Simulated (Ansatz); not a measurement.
**W: uniaxial stress, 2 GPa compression along x**

The parent structure is W in the bcc (W type) structure (space group Im-3m, No. 229; a = 3.1688 Å; relaxed with 0.1 eV smearing). Axes: x, y, z lie along the cube axes.

One thing is altered: uniaxial stress, 2 GPa compression along x, with the cell and atoms free to relax against it.

Calculations: Ansatz (an electronic-structure program), r2SCAN, PAW, cutoff 500 eV, scalar-relativistic without spin-orbit coupling. Γ-centred 29×29×29 mesh, Fermi–Dirac width 0.1 eV.

- Volume per atom: 15.88 Å³ (base 15.91 Å³)
- Shortest interatomic distance: 2.742 Å (base 2.744 Å)
- Energy relative to the base (free energy F): +0.4 meV/atom
- Band gap: zero (base zero)
- Strain response (xx, yy, zz): (−0.45, +0.12, +0.12) %
- Secant Young's modulus along x: 440 GPa
- Mean lateral Poisson ratio: 0.27

Cost of the whole job for the changed cell (relaxation, final SCF and bands): very roughly 3 core-minutes.

Beyond what the load breaks, stability against distortions was not tested. The final runs are not spin-polarised.
